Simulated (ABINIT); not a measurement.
Input and output of a self-consistent single point for SiO2 (P4_2/mnm, 6 atoms in the cell) (ABINIT).

Computed with PBE, norm-conserving pseudopotentials (PseudoDojo nc-sr-05 PBE standard) (plane waves; ABINIT).

The change in words: lattice scaled by 0.98. Reference geometry:
```xyz
6
Lattice="4.2929 0.0000 0.0000 0.0000 4.2929 0.0000 0.0000 0.0000 2.7315" Properties=species:S:1:pos:R:3 pbc="T T T"
Si     2.1464     2.1464     1.3657
Si     0.0000     0.0000     0.0000
O      2.9756     2.9756     0.0000
O      1.3172     1.3172     0.0000
O      3.4636     0.8292     1.3657
O      0.8292     3.4636     1.3657
```

Reference input (self-consistent single point, DFT, PBE, plane waves, norm-conserving pseudopotentials (PseudoDojo nc-sr-05 PBE standard)): pseudos = [Si.upf, O.upf]; ecut = 84 Ry; occopt = 1; ngkpt = 8 8 12; nshiftk = 1; shiftk = 0 0 0; potentials = PseudoDojo nc-sr-05 PBE standard; nband = 18; kptopt = 1; nstep = 100; toldfe = 1e-09 Ha. This run's input differs from it in these lines:

```diff
@@ -3,3 +3,3 @@
 pseudos "Si.upf, O.upf"
-acell 8.1123259119 8.1123259119 5.1617264382
+acell 7.9500796960 7.9500796960 5.0584925897
 rprim
@@ -13,8 +13,8 @@
 xcart
-         4.0561629560    4.0561629560    2.5808632191
+         3.9750398480    3.9750398480    2.5292462949
          0.0000000000    0.0000000000    0.0000000000
-         5.6231398291    5.6231398291    0.0000000000
-         2.4891860828    2.4891860828    0.0000000000
-         6.5453490388    1.5669768731    2.5808632191
-         1.5669768731    6.5453490388    2.5808632191
+         5.5106772421    5.5106772421    0.0000000000
+         2.4394024539    2.4394024539    0.0000000000
+         6.4144423019    1.5356373941    2.5292462949
+         1.5356373941    6.4144423019    2.5292462949
 ecut 84 Ry
```

Output, abridged:

```
--- !BeginCycle
solver: {iscf: 7, nstep: 100, nline: 4, wfoptalg: 0, }
tolerances: {toldfe: 1.00E-09, }
...

     iter   Etot(hartree)      deltaE(h)  residm     vres2
 ETOT  1  -74.554956147688    -7.455E+01 1.868E-01 5.780E+02
 ETOT  2  -74.689333670584    -1.344E-01 5.071E-02 4.139E+02
 ETOT  3  -74.866802177555    -1.775E-01 1.845E-02 1.585E+00
 ETOT  4  -74.867441266310    -6.391E-04 5.866E-03 1.124E-02
 ETOT  5  -74.867442938883    -1.673E-06 3.389E-03 6.643E-04
 ETOT  6  -74.867443002677    -6.379E-08 3.779E-03 1.353E-05
 ETOT  7  -74.867443005091    -2.414E-09 1.718E-03 6.543E-07
 ETOT  8  -74.867443005208    -1.171E-10 1.470E-03 1.181E-08
 ETOT  9  -74.867443005209    -7.674E-13 4.031E-04 1.338E-10
 At SCF step    9, etot is converged :
  for the second time, diff in etot=  7.674E-13 < toldfe=  1.000E-09

 Cartesian components of stress tensor (hartree/bohr^3)
  sigma(1 1)= -1.46016661E-04  sigma(3 2)=  0.00000000E+00
  sigma(2 2)= -1.46016661E-04  sigma(3 1)=  0.00000000E+00
  sigma(3 3)= -1.75840116E-04  sigma(2 1)=  0.00000000E+00

 ----iterations are completed or convergence reached----

 reduced coordinates (array xred) for    6 atoms
       0.500000000000      0.500000000000      0.500000000005
       0.000000000000      0.000000000000      0.000000000005
       0.693160000003      0.693160000003      0.000000000005
       0.306839999997      0.306839999997      0.000000000005
       0.806839999997      0.193160000003      0.500000000005
       0.193160000003      0.806839999997      0.500000000005
   [... lines left out ...]
 Fermi (or HOMO) energy (eV) =   6.58848   Average Vxc (eV)= -12.11439
   [... lines left out ...]
total_energy        : -7.48674430052090E+01
total_energy_eV     : -2.03724673023141E+03
band_energy         : -2.13324821798049E+00
...

-Cartesian components of stress tensor (GPa)         [Pressure=  4.5884E+00 GPa]
- sigma(1 1)= -4.29595775E+00  sigma(3 2)=  0.00000000E+00
- sigma(2 2)= -4.29595775E+00  sigma(3 1)=  0.00000000E+00
- sigma(3 3)= -5.17339394E+00  sigma(2 1)=  0.00000000E+00

 Calculation completed.
```

The run converged in 9 iterations. Against the reference run the free energy drops by 13.3 meV/atom, the pressure goes from -12.41 to 4.59 GPa, the largest force goes from 0.295 to 0.102 eV/Å and the gap on the mesh goes from 4.366 to 5.404 eV.

The starting cell comes from a database of computed structures (which also holds hypothetical and non-ambient phases and stackings), without a prior relaxation at this level. Its lattice was rescaled by a random factor within 2.5 % of one. For this run, on top of that: lattice scaled by 0.98. With a pressure of about 5 GPa the cell is away from its equilibrium volume at this level.

Cost on one core of a shared machine: roughly 8 min.
